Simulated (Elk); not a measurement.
# Worked example: self-consistent single point of HgS (F-43m, 2 atoms in the cell) in Elk

Level of theory: Elk with PBE, all-electron FP-LAPW, Elk's shipped species files, APW+lo basis with extra local orbitals.

The input file:

```
tasks
  0

xctype
  20

tforce
  .true.

rgkmax
  7.5

gmaxvr
  18.0

lmaxapw
  10

lmaxo
  8

nxlo
  2

lorbcnd
  .true.

lradstp
  2

nrmtscf
  2.0

rmtscf
  0.9

lmaxi
  4

swidth
  0.000367493

maxscl
  100

scale
  7.81699322

avec
    0.0000000000    0.7071067812    0.7071067812
    0.7071067812    0.0000000000    0.7071067812
    0.7071067812    0.7071067812    0.0000000000

atoms
  2
  'Hg.in'
  1
  0.0000000000  0.0000000000  0.0000000000    0.0 0.0 0.0
  'S.in'
  1
  0.2500000000  0.2500000000  0.2500000000    0.0 0.0 0.0

ngridk
  5 5 5
```

The program printed (abridged):

```
│ Elk code version 10.2.4 │

All units are atomic (Hartree, Bohr, etc.)

│ Ground-state run starting from atomic densities │

Lattice vectors :
   0.000000000       5.527448914       5.527448914
   5.527448914       0.000000000       5.527448914
   5.527448914       5.527448914       0.000000000

Unit cell volume      :    337.7568830
Brillouin zone volume :   0.7344046146

Muffin-tin inner radius fraction :   0.1000000000E-01

Nuclei treated as point charges

Species :    1 (Hg)
 parameters loaded from : Hg.in
 name : mercury
 nuclear charge    :   -80.00000000
 electronic charge :    80.00000000
 atomic mass :    365653.2012
 muffin-tin radius :    2.520000000
 number of radial points in muffin-tin :   1399
 atomic positions (lattice), magnetic fields (Cartesian) :
   1 :   0.00000000  0.00000000  0.00000000    0.00000000  0.00000000  0.00000000

Species :    2 (S)
 parameters loaded from : S.in
 name : sulphur
 nuclear charge    :   -16.00000000
 electronic charge :    16.00000000
 atomic mass :    58450.91926
 muffin-tin radius :    1.980000000
 number of radial points in muffin-tin :    799
 atomic positions (lattice), magnetic fields (Cartesian) :
   1 :   0.25000000  0.25000000  0.25000000    0.00000000  0.00000000  0.00000000

Total number of atoms per unit cell :    2

Spin treatment :
 spin-unpolarised

Number of Bravais lattice symmetries :   48
Number of crystal symmetries         :   24
Crystal has no inversion symmetry
Complex Hermitian eigensolver will be used

k-point grid :      5     5     5
k-point offset :    0.000000000       0.000000000       0.000000000
k-point set is reduced with full crystal symmetry group
Total number of k-points :       14

Muffin-tin radius times maximum |G+k| :    7.500000000
 using average radius
Maximum |G+k| for APW functions       :    3.333333333
Maximum (1/2)|G+k|²                   :    5.555555556
Maximum |G| for potential and density :    18.00000000
 potential will be trimmed for |G| > 2 gkmax
Constant for pseudocharge density :   11
Radial integration step length :    2

G-vector grid sizes :     45    45    45
Number of G-vectors :    33223

Maximum angular momentum used for
 APW functions                      :   10
 outer part of muffin-tin           :    8
 inner part of muffin-tin           :    4

Total nuclear charge    :   -96.00000000
Total core charge       :    72.00000000
Total valence charge    :    24.00000000
Total excess charge     :    0.000000000
Total electronic charge :    96.00000000

Effective Wigner radius, rₛ :   0.9435135073

Number of empty states         :    8
Total number of valence states :   20
Total number of core states    :   72

Conduction state local-orbitals added automatically
Total number of local-orbitals :  212

Exchange-correlation functional :     20     0     0
 Perdew-Burke-Ernzerhof, Phys. Rev. Lett. 77, 3865 (1996)
 gradient requirement :    1
 generalised gradient approximation (GGA)

Smearing type :    3
 Fermi-Dirac
Smearing width :   0.3674930000E-03
Effective electronic temperature (K) :    116.0451112

Mixing type :    3
 Broyden mixing, J. Phys. A: Math. Gen. 17, L317 (1984)

Kohn-Sham potential initialised from atomic data

│ Self-consistent loop started │
│ Loop number : 1 │
 total energy                :     -20058.7656618
│ Loop number : 2 │
 total energy                :     -20059.0831967
RMS change in Kohn-Sham potential (target) :   0.2588620131     (  0.1000000000E-05)
Absolute change in total energy (target)   :   0.3175349379     (  0.1000000000E-03)
│ Loop number : 3 │
 total energy                :     -20059.0582433
RMS change in Kohn-Sham potential (target) :   0.2481064425     (  0.1000000000E-05)
Absolute change in total energy (target)   :   0.5443029300E-01 (  0.1000000000E-03)
│ Loop number : 4 │
 total energy                :     -20059.6848999
RMS change in Kohn-Sham potential (target) :   0.1220280772     (  0.1000000000E-05)
Absolute change in total energy (target)   :   0.6402641907     (  0.1000000000E-03)
│ Loop number : 5 │
 total energy                :     -20060.5046709
RMS change in Kohn-Sham potential (target) :   0.4028298647E-01 (  0.1000000000E-05)
Absolute change in total energy (target)   :   0.9798370262     (  0.1000000000E-03)
│ Loop number : 6 │
 total energy                :     -20060.9445639
RMS change in Kohn-Sham potential (target) :   0.9990442034E-02 (  0.1000000000E-05)
Absolute change in total energy (target)   :   0.6848522383     (  0.1000000000E-03)
│ Loop number : 7 │
 total energy                :     -20061.0874977
RMS change in Kohn-Sham potential (target) :   0.5909394916E-03 (  0.1000000000E-05)
Absolute change in total energy (target)   :   0.3141468459     (  0.1000000000E-03)
│ Loop number : 8 │
 total energy                :     -20061.1028072
RMS change in Kohn-Sham potential (target) :   0.3196338879E-03 (  0.1000000000E-05)
Absolute change in total energy (target)   :   0.9384620573E-01 (  0.1000000000E-03)
│ Loop number : 9 │
 total energy                :     -20061.0919586
RMS change in Kohn-Sham potential (target) :   0.7652816433E-04 (  0.1000000000E-05)
Absolute change in total energy (target)   :   0.1261297041E-01 (  0.1000000000E-03)
│ Loop number : 10 │
 total energy                :     -20061.0867799
RMS change in Kohn-Sham potential (target) :   0.1569660193E-04 (  0.1000000000E-05)
Absolute change in total energy (target)   :   0.2025457245E-02 (  0.1000000000E-03)
│ Loop number : 11 │
 total energy                :     -20061.0864557
RMS change in Kohn-Sham potential (target) :   0.3324690551E-05 (  0.1000000000E-05)
Absolute change in total energy (target)   :   0.8305706360E-03 (  0.1000000000E-03)
│ Loop number : 12 │
 total energy                :     -20061.0862961
RMS change in Kohn-Sham potential (target) :   0.1640266422E-05 (  0.1000000000E-05)
Absolute change in total energy (target)   :   0.3672173225E-03 (  0.1000000000E-03)
│ Loop number : 13 │
 total energy                :     -20061.0861395
RMS change in Kohn-Sham potential (target) :   0.6783732004E-06 (  0.1000000000E-05)
Absolute change in total energy (target)   :   0.2484238466E-03 (  0.1000000000E-03)
│ Loop number : 14 │
 total energy                :     -20061.0860301
RMS change in Kohn-Sham potential (target) :   0.7088839786E-07 (  0.1000000000E-05)
Absolute change in total energy (target)   :   0.1715148101E-03 (  0.1000000000E-03)
│ Loop number : 15 │
 total energy                :     -20061.0860305
RMS change in Kohn-Sham potential (target) :   0.3998103419E-07 (  0.1000000000E-05)
Absolute change in total energy (target)   :   0.4239961345E-04 (  0.1000000000E-03)
Convergence targets achieved

│ Loop number : 16 │

Energies :
 Fermi                       :     0.162813492003
 sum of eigenvalues          :     -12342.8888534
 electron kinetic            :      23090.7949714
 core electron kinetic       :      22871.0983069
 Coulomb                     :     -42752.4320990
 Coulomb potential           :     -34911.3568431
 nuclear-nuclear             :     -1291.35910140
 electron-nuclear            :     -48010.7891522
 Hartree                     :      6549.71615452
 Madelung                    :     -25296.7536775
 xc potential                :     -522.326981682
 exchange                    :     -393.910243763
 correlation                 :     -5.53864846084
 electron entropic           :    -0.112278960816E-04
 total energy                :     -20061.0860311

Density of states at Fermi energy :    29.02549625
 (states/Hartree/unit cell)

Estimated indirect band gap :   0.4433936531E-01
 from k-point      1 to k-point      2
Estimated direct band gap   :   0.5740338272E-01
 at k-point      5

Charges :
 core                        :    72.00000000
 valence                     :    24.00000000
 interstitial                :    3.911898502
 muffin-tins (core leakage)
  species :    1 (Hg)
   atom    1                 :    78.29230004     (  0.3495082098E-03)
  species :    2 (S)
   atom    1                 :    13.79580146     (  0.3014022978E-03)
 total in muffin-tins        :    92.08810150
 total calculated charge     :    95.99946975
 total charge                :    96.00000000
 error                       :   0.5302477743E-03

│ Self-consistent loop stopped │

Forces :
 species :    1 (Hg)
  atom :    1
   Hellmann-Feynman          :     0.00000000   -0.00000000   -0.00000000
   IBS                       :    -0.00000000    0.00000000    0.00000000
   total force               :    -0.00000000    0.00000000    0.00000000
   total magnitude           :     0.00000000
 species :    2 (S)
  atom :    1
   Hellmann-Feynman          :    -0.00000000    0.00000000    0.00000000
   IBS                       :     0.00000000   -0.00000000   -0.00000000
   total force               :     0.00000000   -0.00000000   -0.00000000
   total magnitude           :     0.00000000
```

The run converged in 16 iterations. The count includes the last loop, which Elk runs after its targets are met.

The starting cell has typed, rounded lattice constants, without a prior relaxation at this level. Spin-orbit coupling is off. Values depend on the basis (sphere radii, cutoffs, local orbitals), which need not be converged. The run gives no clean gap (levels at the Fermi energy touch, overlap or are partly filled at this smearing), which alone does not show that the compound is a metal. The log's line on a gap gives a spacing of levels on this mesh, which the program prints for metals too.

Cost on one core of a shared machine: roughly 40 s.
